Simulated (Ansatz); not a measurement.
Candidates (primitive cells; geometry: cell and atoms relaxed with PBEsol):
A. AlN (P6_3mc), a = b = 3.114 Å, c = 4.984 Å, α = β = 90.00°, γ = 120.00°
B. BP (F-43m), a = 3.196 Å, b = 3.196 Å, c = 3.196 Å, α = 60.00°, β = 60.00°, γ = 60.00°
C. GaN (P6_3mc), a = 3.183 Å, b = 3.183 Å, c = 5.185 Å, α = 90.00°, β = 90.00°, γ = 120.00°
D. Si (Fd-3m), a = 3.8422 Å, b = 3.8422 Å, c = 3.8422 Å, α = 60.00°, β = 60.00°, γ = 60.00°
E. GaSb (F-43m), a = 4.3216 Å, b = 4.3216 Å, c = 4.3216 Å, α = 60.00°, β = 60.00°, γ = 60.00°

Q: Rank these by band gap (lowest first), as r2SCAN with spin-orbit coupling, rigid bands (Ansatz, a program for electronic structure) gives it.

A: E (0.28 eV), D (0.75 eV), B (1.38 eV), C (2.35 eV), A (4.82 eV)
